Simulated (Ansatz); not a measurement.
LiNbO3 (R-3c, No. 167, 10 atoms in the cell; start mp-552588; high-temperature phase) was calculated with r²SCAN+rVV10 (Ansatz, a first-principles code, plane waves, PAW).

Run with plane-wave cutoff 500 eV, 10×10×10 k mesh, Fermi–Dirac smearing 0.05 eV, no spin polarisation, scalar-relativistic PAW data made under PBE.

Cell (relaxed at this level):

```
LiNbO3
1.0
    2.58556     1.49277     4.55045
   -2.58556     1.49277     4.55045
    0.00000    -2.98554     4.55045
Li Nb O
2 2 6
Direct
  0.25000   0.25000   0.25000
  0.75000   0.75000   0.75000
  0.50000   0.50000   0.50000
  0.00000   0.00000   0.00000
  0.12683   0.37317   0.75000
  0.87317   0.62683   0.25000
  0.75000   0.12683   0.37317
  0.25000   0.87317   0.62683
  0.37317   0.75000   0.12683
  0.62683   0.25000   0.87317
```

Q: Predict the band gap.

A: 
band gap: 3.01 eV (on the SCF k mesh)

Note: the relaxation could not lower the start's symmetry, so the cell can be a saddle point above a distorted one.

Spin–orbit coupling is not included.

Computed values are for the static lattice.

Computing time: very roughly 10 core-minutes.

A start named mp-… is a Materials Project structure, which need not be a measured phase.
